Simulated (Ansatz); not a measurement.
**V_Si+As_Si+As_Si (silicon host)**

Computed with PBE, PAW (plane waves to 420 eV; Ansatz, a first-principles code). The supercell holds 64 host sites (2×2×2 repeats of the unit cell), with a 2×2×2 shifted k-point sampling for the final energies. Sites at the start: the Si site; Si 2.37 Å away; Si 2.37 Å away. Finite-size correction: monopole term and site-potential alignment. Dielectric constants: PBE linear response of the host. Host gap at this level: 0.61 eV. These values are not converged in cell size to better than tenths of an eV. PBE underestimates the host's gap, which shifts levels and can delocalise carriers. Spin–orbit coupling is left out. Each state is the lowest found from its start.

Formation energies E_f are given with the Fermi level at the valence-band maximum. Chemical conditions: impurity bounded by its compound with the host (Δμ(Si) = 0.00 eV, Δμ(As) = -0.13 eV, bounded by SiAs2 (Pbam); only phases computed here count, gases as isolated molecules at 0 K). Reference phases: As: rhombohedral As, Si: silicon.

```csv
charge,moment (μB),point group,largest move off a lattice site (Å),image correction with alignment (eV),"E_f, impurity bounded by its compound with the host (eV)",above the lowest spin state (eV)
+1†,quenched,–,0.24,0.05,–,0.00
0,0.0,C2v,0.39,0.00,2.02,0.00
0,not spin-polarised,C2v,0.39,0.00,2.02,0.00
−1†,quenched,–,0.35,0.14,–,0.00
−1†,quenched,–,0.35,0.14,–,0.00
−2†,not spin-polarised,–,0.32,0.49,–,0.00
```

† Not settled in this cell, so no level is given: charge +1: a level filled in part, carriers not clearly localised, level within 0.1 eV of a band edge or past it; charge −1: a level filled in part, carriers not clearly localised; charge −2: a level filled in part, carriers not clearly localised, level within 0.1 eV of a band edge or past it.

Point groups are those of the whole cell at tolerances of 0.03 and 0.1 Å ("near" where only the looser one holds); none is given for unsettled states.

Starting moments that weren't kept: charge +1 began with 1 μB and ended with 0.0; charge 0 began with 2 μB and ended with 0.0; charge −1 began with 3 μB and ended with 0.0; charge −1 began with 1 μB and ended with 0.0.

Flagged in the runs: a doubtful potential alignment, a strain field that reaches the edge of the cell.

All states together cost around 2.1 core-hours (rough).
